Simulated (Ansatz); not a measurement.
TiN under a change: isotropic strain −5.31 %

The reference is TiN in the rock salt structure (space group Fm-3m, No. 225; a = 4.234 Å; relaxed with 0.1 eV smearing).

Now apply this change: the cell is scaled by 0.9469 in all directions; the atoms relax in the strained cell.

Calculations: plane-wave PAW DFT at the r2SCAN level (Ansatz, a first-principles code, 500 eV), spin-orbit coupling left out, earlier PAW set. Settings: 23×23×23 k-points, 0.1 eV Fermi–Dirac smearing.

The space group stays Fm-3m (No. 225) and the shortest interatomic distance falls by 0.112 Å (2.117 Å → 2.005 Å). The energy rises by 0.264 eV/atom and the band gap stays zero.

Cost of the whole job for the changed cell (relaxation, final SCF and bands): about 21 core-seconds (a rough figure).

Whether these cells are dynamically stable was not tested. All final runs are without spin polarisation. An odd electron count without spin: TiN.
